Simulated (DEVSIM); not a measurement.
Device: abrupt Si n-p junction, at 300 K.

| layer (left to right) | material | thickness (μm) | Nd (cm⁻³) | Na (cm⁻³) | τn (s) | τp (s) |
|---|---|---|---|---|---|---|
| 1 | Si | 0.670 | 2e18 | - | 1.8e-6 | 1.8e-6 |
| 2 | Si | 2.40 | - | 1.2e17 | 1.8e-6 | 1.8e-6 |

Left contact: ohmic. Right contact: ohmic. Voltage is applied to the left contact. Recombination: SRH at mid-gap. Mobility is constant in doping.

The device is made up for the run: typed textbook-type constants, with dimensions and the other settings drawn at random. Values at 300 K.

```csv
parameter,Si
gap (eV),1.124
affinity (eV),4.05
permittivity,11.7
Nc (cm⁻³),2.86e19
Nv (cm⁻³),3.1e19
μn (cm²/Vs),1417
μp (cm²/Vs),470
```

Model (solved in DEVSIM): 1D drift-diffusion, Boltzmann statistics, complete ionisation; no tunnelling, impact ionisation, image-force lowering or self-heating.

**Question.** Tabulate band edges, carrier densities and field at zero bias.

**Answer.** Energies count from the Fermi level of the right contact; mesh points crowd at the junctions.

```json
[
 {"x (μm)": "0.000", "Ec (eV)": "0.069", "Ev (eV)": "-1.055", "n (cm⁻³)": "2.0e18", "p (cm⁻³)": "< 1e2", "field (V/cm)": "≈ 0"},
 {"x (μm)": "0.01981", "Ec (eV)": "0.069", "Ev (eV)": "-1.055", "n (cm⁻³)": "2.0e18", "p (cm⁻³)": "< 1e2", "field (V/cm)": "≈ 0"},
 {"x (μm)": "0.05176", "Ec (eV)": "0.069", "Ev (eV)": "-1.055", "n (cm⁻³)": "2.0e18", "p (cm⁻³)": "< 1e2", "field (V/cm)": "≈ 0"},
 {"x (μm)": "0.1111", "Ec (eV)": "0.069", "Ev (eV)": "-1.055", "n (cm⁻³)": "2.0e18", "p (cm⁻³)": "< 1e2", "field (V/cm)": "≈ 0"},
 {"x (μm)": "0.2553", "Ec (eV)": "0.069", "Ev (eV)": "-1.055", "n (cm⁻³)": "2.0e18", "p (cm⁻³)": "< 1e2", "field (V/cm)": "≈ 0"},
 {"x (μm)": "0.4293", "Ec (eV)": "0.069", "Ev (eV)": "-1.055", "n (cm⁻³)": "2.0e18", "p (cm⁻³)": "< 1e2", "field (V/cm)": "≈ 0"},
 {"x (μm)": "0.5447", "Ec (eV)": "0.069", "Ev (eV)": "-1.055", "n (cm⁻³)": "2.0e18", "p (cm⁻³)": "< 1e2", "field (V/cm)": "≈ 0"},
 {"x (μm)": "0.6223", "Ec (eV)": "0.069", "Ev (eV)": "-1.055", "n (cm⁻³)": "2.0e18", "p (cm⁻³)": "< 1e2", "field (V/cm)": "≈ 0"},
 {"x (μm)": "0.6542", "Ec (eV)": "0.069", "Ev (eV)": "-1.055", "n (cm⁻³)": "2.0e18", "p (cm⁻³)": "< 1e2", "field (V/cm)": "2000"},
 {"x (μm)": "0.6710", "Ec (eV)": "0.166", "Ev (eV)": "-0.958", "n (cm⁻³)": "4.7e16", "p (cm⁻³)": "2500", "field (V/cm)": "170000"},
 {"x (μm)": "0.6920", "Ec (eV)": "0.484", "Ev (eV)": "-0.640", "n (cm⁻³)": "2.1e11", "p (cm⁻³)": "5.5e8", "field (V/cm)": "130000"},
 {"x (μm)": "0.7448", "Ec (eV)": "0.924", "Ev (eV)": "-0.200", "n (cm⁻³)": "8600", "p (cm⁻³)": "1.4e16", "field (V/cm)": "35000"},
 {"x (μm)": "0.8265", "Ec (eV)": "0.980", "Ev (eV)": "-0.144", "n (cm⁻³)": "970", "p (cm⁻³)": "1.2e17", "field (V/cm)": "74"},
 {"x (μm)": "0.9752", "Ec (eV)": "0.980", "Ev (eV)": "-0.144", "n (cm⁻³)": "970", "p (cm⁻³)": "1.2e17", "field (V/cm)": "≈ 0"},
 {"x (μm)": "1.350", "Ec (eV)": "0.980", "Ev (eV)": "-0.144", "n (cm⁻³)": "970", "p (cm⁻³)": "1.2e17", "field (V/cm)": "≈ 0"},
 {"x (μm)": "1.918", "Ec (eV)": "0.980", "Ev (eV)": "-0.144", "n (cm⁻³)": "970", "p (cm⁻³)": "1.2e17", "field (V/cm)": "≈ 0"},
 {"x (μm)": "2.422", "Ec (eV)": "0.980", "Ev (eV)": "-0.144", "n (cm⁻³)": "970", "p (cm⁻³)": "1.2e17", "field (V/cm)": "≈ 0"},
 {"x (μm)": "2.726", "Ec (eV)": "0.980", "Ev (eV)": "-0.144", "n (cm⁻³)": "970", "p (cm⁻³)": "1.2e17", "field (V/cm)": "≈ 0"},
 {"x (μm)": "2.922", "Ec (eV)": "0.980", "Ev (eV)": "-0.144", "n (cm⁻³)": "970", "p (cm⁻³)": "1.2e17", "field (V/cm)": "≈ 0"},
 {"x (μm)": "3.000", "Ec (eV)": "0.980", "Ev (eV)": "-0.144", "n (cm⁻³)": "970", "p (cm⁻³)": "1.2e17", "field (V/cm)": "≈ 0"},
 {"x (μm)": "3.042", "Ec (eV)": "0.980", "Ev (eV)": "-0.144", "n (cm⁻³)": "970", "p (cm⁻³)": "1.2e17", "field (V/cm)": "≈ 0"},
 {"x (μm)": "3.070", "Ec (eV)": "0.980", "Ev (eV)": "-0.144", "n (cm⁻³)": "970", "p (cm⁻³)": "1.2e17", "field (V/cm)": "≈ 0"}
]
```
